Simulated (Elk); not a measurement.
Elk run on NbC (Fm-3m, 2 atoms in the cell): self-consistent single point.

Computed with PBE, spin-orbit coupling in second variation, all-electron FP-LAPW, Elk's shipped species files, APW+lo basis with extra local orbitals (Elk).

```xyz
2
Lattice="0.0000 2.2350 2.2350 2.2350 0.0000 2.2350 2.2350 2.2350 0.0000" Properties=species:S:1:pos:R:3 pbc="T T T"
Nb     0.0000     0.0000     0.0000
C      2.2350     2.2350     2.2350
```

Reference input (self-consistent single point, DFT, PBE, all-electron FP-LAPW, Elk's shipped species files, APW+lo basis with extra local orbitals): xctype = 20; rgkmax = 8; swidth = 0.00183747 Ha; ngridk = 17 17 17; gmaxvr = 16 1/bohr; nxlo = 2; lorbcnd = true; lmaxi = 2; maxscl = 100. This run's input differs from it in these lines:

```diff
@@ -5,2 +5,5 @@
   20
+
+spinorb
+  .true.
 
@@ -20,2 +23,5 @@
   2
+
+nempty
+  10
```

Log, with long lists cut:

```
│ Self-consistent loop started │
│ Loop number : 1 │
 total energy                :     -3853.07265147
 total moment                :  -0.7337881762E-23 -0.4349521354E-22 -0.2126722023E-22
│ Loop number : 2 │
 total energy                :     -3853.37270415
 total moment                :  -0.2244211790E-22  0.5818814401E-22  0.2344928909E-22
RMS change in Kohn-Sham potential (target) :    1.616871597     (  0.1000000000E-05)
Absolute change in total energy (target)   :   0.3000526806     (  0.1000000000E-03)
│ Loop number : 3 │
 total energy                :     -3853.31076931
   [... lines left out ...]
 total energy                :     -3858.70773282
 total moment                :   0.2730295396E-22 -0.1086748403E-21 -0.2102215845E-21
RMS change in Kohn-Sham potential (target) :   0.2982335261E-05 (  0.1000000000E-05)
Absolute change in total energy (target)   :   0.3146650597E-03 (  0.1000000000E-03)
│ Loop number : 16 │
 total energy                :     -3858.70772186
 total moment                :  -0.9712822676E-22 -0.1209922925E-22 -0.5956325478E-22
RMS change in Kohn-Sham potential (target) :   0.4233889615E-06 (  0.1000000000E-05)
Absolute change in total energy (target)   :   0.8963169330E-04 (  0.1000000000E-03)
Convergence targets achieved

│ Loop number : 17 │

Energies :
 Fermi                       :     0.520575701871
 xc effective B-field        :    -0.464455908238E-08
 external B-field            :     -0.00000000000
 total energy                :     -3858.70773084
 (external B-field energy excluded from total)

Density of states at Fermi energy :    17.56862839
 (states/Hartree/unit cell)

Estimated indirect band gap :   0.1120721863E-02
 from k-point      2 to k-point    143
Estimated direct band gap   :   0.2082621281E-01
 at k-point      1

Charges :
 core                        :    30.00000000
 valence                     :    17.00000000
 interstitial                :    2.912825572
 muffin-tins (core leakage)
  species :    1 (Nb)
   atom    1                 :    39.01994073     (  0.2580109417E-05)
  species :    2 (C)
   [... lines left out ...]
 muffin-tins
  species :    1 (Nb)
   atom    1                 :   0.5952174569E-23 -0.5925298007E-23  0.7518201220E-23
  species :    2 (C)
   atom    1                 :  -0.1037538131E-22 -0.2620243906E-23 -0.5370005879E-23
 total in muffin-tins        :  -0.4423206744E-23 -0.8545541913E-23  0.2148195340E-23
 total moment                :  -0.9132061692E-22 -0.7865587867E-22 -0.2753718876E-21

│ Self-consistent loop stopped │
```

The run converged in 17 iterations. The count includes the last loop, which Elk runs after its targets are met. 

The starting cell has typed, rounded lattice constants, without a prior relaxation at this level. Values depend on the basis (sphere radii, cutoffs, local orbitals), which need not be converged. The log's line on a gap gives a spacing of levels on this mesh, which the program prints for metals too.

Cost on one core of a shared machine: roughly 60 s.
